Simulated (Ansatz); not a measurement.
Cost and result by functional for the surface energy of the (322) surface of bcc Nb in its 1x1 cell, outermost plane spacing 0.40 Å in the ideal cut, in Ansatz (plane waves, PAW). Single points on the PBE structure, on one kind of machine; costs are rough ratios of the slab run's core time (references not counted) to the cheapest single point. r2SCAN's cost holds its higher cutoff (500 against 420 eV). Differences are taken against r2SCAN for comparison alone: no measured value is at hand, so the table doesn't rank accuracy.

Slab: 27 atoms, 10.4 Å thick at the start (thin: gaps and levels are the slab's own); k 8x4x1, smearing 0.1 eV, dipole-corrected; all atoms relaxed; held to the part of the start's symmetry that mesh and held atoms allow; no spin, no spin-orbit, no U. These notes are the PBE run's.

| functional | relative cost | surface energy (J/m²) | less r2SCAN (J/m²) |
|---|---|---|---|
| RPBE | 1 | 2.23 | -0.30 |
| LDA | 1 | 2.70 | 0.16 |
| PBEsol | 1 | 2.63 | 0.09 |
| r2SCAN | 2 | 2.53 | 0.00 |
| PBE (the relaxed run's value) | – | 2.39 | -0.15 |

The values span 0.47 J/m², while the single points' costs differ by a factor of roughly 2. Differences are of unrounded values.

Ansatz is a first-principles code.
